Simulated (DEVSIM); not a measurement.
Structure: isotype n-n heterojunction Si/Ge, at 400 K.

Layer 1 from the left is Si, thickness (μm) 0.790, Nd (cm⁻³) 4.2e15, τn (s) 1.1e-6, τp (s) 1.1e-6. Layer 2 from the left is Ge, thickness (μm) 0.620, Nd (cm⁻³) 9.6e17, τn (s) 1.1e-6, τp (s) 1.1e-6.

Left contact: ohmic. Right contact: ohmic. Voltage is applied to the left contact. Recombination: SRH at mid-gap, radiative. Mobility is constant in doping.

Constants are typed, rounded textbook-type inputs, not results; the design itself was drawn at random and stands for no fabricated device. Values at 300 K; Nc and Nv go as T^1.5, mobilities as T to minus their exponent, the gap by Varshni's rule with the affinity fixed.

Si: gap (eV) 1.124, affinity (eV) 4.05, permittivity 11.7, Nc (cm⁻³) 2.86e19, Nv (cm⁻³) 3.1e19, μn (cm²/Vs) 1417, μp (cm²/Vs) 470, T exponent of μn 2.3, T exponent of μp 2.2, B (cm³/s) 4.7e-15, Varshni α (eV/K) 0.000473, Varshni β (K) 636. Ge: gap (eV) 0.664, affinity (eV) 4, permittivity 16, Nc (cm⁻³) 1.04e19, Nv (cm⁻³) 6e18, μn (cm²/Vs) 3900, μp (cm²/Vs) 1900, T exponent of μn 1.66, T exponent of μp 2.33, B (cm³/s) 6.4e-14, Varshni α (eV/K) 0.000477, Varshni β (K) 235.

Simulated with DEVSIM: 1D drift-diffusion, Boltzmann statistics, complete ionisation; no tunnelling, impact ionisation, image-force lowering or self-heating. Band offsets follow the typed affinities; no thermionic-emission limit at abrupt steps, no polarisation charge.

What does the simulation give for the potential step across the device at zero bias?

potential step across the device at zero bias 0.272 V.
